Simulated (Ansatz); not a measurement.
Results of LDA (Ansatz, a first-principles code, PAW) for Nb₃Ir (Pm-3n, No. 223, 8 atoms in the cell; start mp-1458).

Run with plane-wave cutoff 520 eV, 12×12×12 k mesh, Fermi–Dirac smearing 0.05 eV, no spin polarisation, scalar-relativistic PAW data made under PBE.

Cell (relaxed at this level):

```
CELL_PARAMETERS angstrom
      5.08073     0.00000     0.00000
      0.00000     5.08073     0.00000
      0.00000     0.00000     5.08073
ATOMIC_POSITIONS crystal
  Nb 0.50000 0.25000 0.00000
  Nb 0.50000 0.75000 0.00000
  Nb 0.25000 0.00000 0.50000
  Nb 0.75000 0.00000 0.50000
  Nb 0.00000 0.50000 0.25000
  Nb 0.00000 0.50000 0.75000
  Ir 0.50000 0.50000 0.50000
  Ir 0.00000 0.00000 0.00000
```

Q: Estimate the bulk modulus B0 that the calculation returns.

A: 
- bulk modulus B0: 250 GPa

Note: the run has no spin polarisation, so it can have missed a magnetic state; the bulk modulus is −V dP/dV from two relaxed cells at ±2 % in volume; the relaxation could not lower the start's symmetry, so the cell can be a saddle point above a distorted one.

Spin–orbit coupling is not included.

Static lattice: no zero-point or thermal effects.

It cost very roughly 7 core-minutes of CPU time.

A start named mp-… is a Materials Project structure, which need not be a measured phase.
